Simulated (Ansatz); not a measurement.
Ansatz (a program for electronic structure) run on Zr2Zn3Ga3 (Pmmm, 8 atoms in the cell): self-consistent single point.

Computed with PBEsol, PAW files made with PBE (plane waves; Ansatz).

The change in words: lattice scaled by 1.015; basis.ecutwfc: 420 eV → 250 eV. Reference geometry:
```yaml
crystal:
  lattice:
    - [3.91606, 0.00000, 0.00000]
    - [0.00000, 3.95362, 0.00000]
    - [0.00000, 0.00000, 8.00625]
  atoms:
    - { symbol: Zr, position: [0.00000, 0.00000, 0.75427] }
    - { symbol: Zr, position: [0.00000, 0.00000, 0.24573] }
    - { symbol: Zn, position: [0.50000, 0.00000, 0.50000] }
    - { symbol: Zn, position: [0.00000, 0.50000, 0.00000] }
    - { symbol: Zn, position: [0.00000, 0.50000, 0.50000] }
    - { symbol: Ga, position: [0.50000, 0.50000, 0.74132] }
    - { symbol: Ga, position: [0.50000, 0.50000, 0.25868] }
    - { symbol: Ga, position: [0.50000, 0.00000, 0.00000] }
```

Reference input (self-consistent single point, DFT, PBEsol, plane waves, PAW files made with PBE): basis.ecutwfc = 420 eV; kpoints.mp_grid.grid = 6 6 3; hamiltonian.xc = pbesol; hamiltonian.pseudopotentials = {kind: paw} (the program's default PAW files); scf.occupations.method = gaussian; scf.occupations.width = 0.2 eV. This run's input differs from it in these lines:

Ansatz 0.2 input:
```diff
@@ -2,16 +2,16 @@
   lattice:
-    - [3.916061, 0.000000, 0.000000]
-    - [0.000000, 3.953620, 0.000000]
-    - [0.000000, 0.000000, 8.006250]
+    - [3.974802, 0.000000, 0.000000]
+    - [0.000000, 4.012924, 0.000000]
+    - [0.000000, 0.000000, 8.126344]
   atoms:
-    - { symbol: Zr, position_ang: [0.000000, 0.000000, 6.038874] }
-    - { symbol: Zr, position_ang: [0.000000, 0.000000, 1.967376] }
-    - { symbol: Zn, position_ang: [1.958031, 0.000000, 4.003125] }
-    - { symbol: Zn, position_ang: [0.000000, 1.976810, 0.000000] }
-    - { symbol: Zn, position_ang: [0.000000, 1.976810, 4.003125] }
-    - { symbol: Ga, position_ang: [1.958031, 1.976810, 5.935193] }
-    - { symbol: Ga, position_ang: [1.958031, 1.976810, 2.071057] }
-    - { symbol: Ga, position_ang: [1.958031, 0.000000, 0.000000] }
+    - { symbol: Zr, position_ang: [0.000000, 0.000000, 6.129457] }
+    - { symbol: Zr, position_ang: [0.000000, 0.000000, 1.996887] }
+    - { symbol: Zn, position_ang: [1.987401, 0.000000, 4.063172] }
+    - { symbol: Zn, position_ang: [0.000000, 2.006462, 0.000000] }
+    - { symbol: Zn, position_ang: [0.000000, 2.006462, 4.063172] }
+    - { symbol: Ga, position_ang: [1.987401, 2.006462, 6.024221] }
+    - { symbol: Ga, position_ang: [1.987401, 2.006462, 2.102123] }
+    - { symbol: Ga, position_ang: [1.987401, 0.000000, 0.000000] }
 basis:
-  ecutwfc: 420.0
+  ecutwfc: 250.0
 kpoints:
```

The program printed (abridged):

```
SCF iter   1: F=—  HF=-29331.625434 eV  |F-HF|=—  |Δ(HF+E_count)|=         —  Δρ=8.82e-2  dr2=1.40e1  ethr=3.10e-3  ⟨swp⟩=6.1  Hψ=7814  notcnv=0
all-band conjugate gradients solve this SCF's bands
preconditioner: auto → Kerker (q_TF=auto, 2.608 Å⁻¹)
SCF iter   2: F=—  HF=-29327.906494 eV  |F-HF|=—  |Δ(HF+E_count)|=    3.72e0  Δρ=3.72e-2  dr2=2.75e0  ethr=3.10e-3  ⟨swp⟩=2.1  Hψ=3789  notcnv=0  defer=91
   [... lines left out ...]
SCF iter   7: F=—  HF=-29327.552679 eV  |F-HF|=—  |Δ(HF+E_count)|=   1.87e-5  Δρ=1.63e-4  dr2=2.83e-5  ethr=2.71e-7  ⟨swp⟩=2.0  Hψ=2679  notcnv=0  defer=86
SCF iter   8: F=—  HF=-29327.552596 eV  |F-HF|=—  |Δ(HF+E_count)|=   8.33e-5  Δρ=5.33e-5  dr2=2.99e-6  ethr=2.86e-8  ⟨swp⟩=2.0  Hψ=2451  notcnv=0  defer=86
SCF iter   9: F=—  HF=-29327.552595 eV  |F-HF|=—  |Δ(HF+E_count)|=   6.35e-7  Δρ=3.30e-5  dr2=7.30e-7  ethr=3.02e-9  ⟨swp⟩=2.0  Hψ=2667  notcnv=0  defer=86
SCF iter  10: F=-29327.552595 eV  HF=-29327.552595 eV  |F-HF|=8.85e-9  |Δ(HF+E_count)|=   3.06e-7  Δρ=3.91e-6  dr2=2.06e-8  ethr=1.01e-10  ⟨swp⟩=9.4  Hψ=8399  notcnv=0
SCF 1 converged in 10 iterations: F = -29327.552595 eV  dr2 = 2.06e-8
Free energy (F): -29327.552595 eV
Internal energy: -29327.492234 eV  (E = F + TS)
E sigma→0 (E₀):  -29327.522414 eV
Entropy (-TS):   -0.060361 eV (-7.545 meV/atom)
Fermi energy:    13.050067 eV
--- Forces (eV/Å), atoms counted from 1 ---
  atom   1  Zr     0.00000000     0.00000000    -0.02299945
  atom   2  Zr     0.00000000     0.00000000     0.02299945
  atom   3  Zn    -0.00000000     0.00000000     0.00000000
  atom   4  Zn     0.00000000     0.00000000     0.00000000
  atom   5  Zn     0.00000000     0.00000000     0.00000000
  atom   6  Ga     0.00000000     0.00000000     0.11923361
  atom   7  Ga     0.00000000     0.00000000    -0.11923361
  atom   8  Ga     0.00000000     0.00000000     0.00000000
--- Stress (GPa, compression-positive) ---
        2.369806       0.000000       0.000000
        0.000000       2.083916       0.000000
        0.000000       0.000000       2.133336
  P = ⅓ Tr σ = 2.1957 GPa (21.957 kbar)
  The stress holds the Pulay correction. Without it, at fixed plane waves, as pw.x and ABINIT print it: P = -53.7893 GPa
```

The run converged in 10 iterations. Against the reference run the free energy goes up by 771 meV/atom, the pressure goes from 4.79 to 2.20 GPa and the largest force goes from 0.096 to 0.119 eV/Å.

The starting cell comes from a database of computed structures (which also holds hypothetical and non-ambient phases and stackings), without a prior relaxation at this level. Its lattice was rescaled by a random factor within 2.5 % of one. For this run, on top of that: lattice scaled by 1.015. Ansatz's pressure includes its estimate of the finite-basis (Pulay) stress. Without the estimate this run gives -53.79 GPa. The cutoff lies below the one recommended for these files.
